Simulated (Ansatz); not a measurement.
PbF2, pressure series

Base system: PbF2 in the fluorite structure (space group Fm-3m, No. 225; a = 6.001 Å).

Cell and atoms are relaxed at each pressure.

Method: Kohn–Sham DFT with the PBE functional, run in Ansatz (a quantum-chemistry and plane-wave program) with PAW and 420 eV plane waves, spin-orbit coupling left out.

Candidates:
(a) pressure 9 GPa
(b) pressure 0.9 GPa
(c) pressure −1 GPa
(d) pressure 30 GPa
(e) pressure −2 GPa

Base values:

- Width of the top valence band = 1.76 eV

Problem. Order them by width of the top valence band, highest first.

Solution. (d) pressure 30 GPa (3.60 eV), (a) pressure 9 GPa (2.45 eV), (b) pressure 0.9 GPa (1.84 eV), (c) pressure −1 GPa (1.67 eV), (e) pressure −2 GPa (1.58 eV)

With Pb present, leaving out spin-orbit coupling can change the band edges. The levels and masses belong to the bands next to the band gap. Load acts through the strain it causes; cell and atoms are relaxed under it. No phonon test of stability was made. No other phases were tried under pressure.
